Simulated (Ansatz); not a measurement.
**TaW3 (Fm-3m, No. 225, 4 atoms in the cell; start mp-979289)**

Method: LDA (plane waves, PAW; Ansatz, a quantum-chemistry and plane-wave program).

Run with plane-wave cutoff 520 eV, 16×16×16 k mesh, Fermi–Dirac smearing 0.05 eV, no spin polarisation, scalar-relativistic PAW data made under PBE.

Cell (relaxed at this level):

Space group Fm-3m (No. 225); a = b = c = 6.317 Å, α = β = γ = 90.00°

| atom | site | symmetry | x | y | z |
|---|---|---|---|---|---|
| Ta | 4a | m-3m | 0.0000 | 0.0000 | 0.0000 |
| W | 8c | -43m | 0.2500 | 0.2500 | 0.2500 |
| W | 4b | m-3m | 0.5000 | 0.5000 | 0.5000 |
(The calculation used a cell of 4 atoms; values per cell refer to that cell.)

```
Property       Result
------------  -------
bulk modulus  307 GPa
```

Note: the run has no spin polarisation, so it can have missed a magnetic state; the bulk modulus is −V dP/dV from two relaxed cells at ±2 % in volume; the relaxation could not lower the start's symmetry, so the cell can be a saddle point above a distorted one.

Spin–orbit coupling is not included.

Static lattice: no zero-point or thermal effects.

A start named mp-… is a Materials Project structure, which need not be a measured phase.
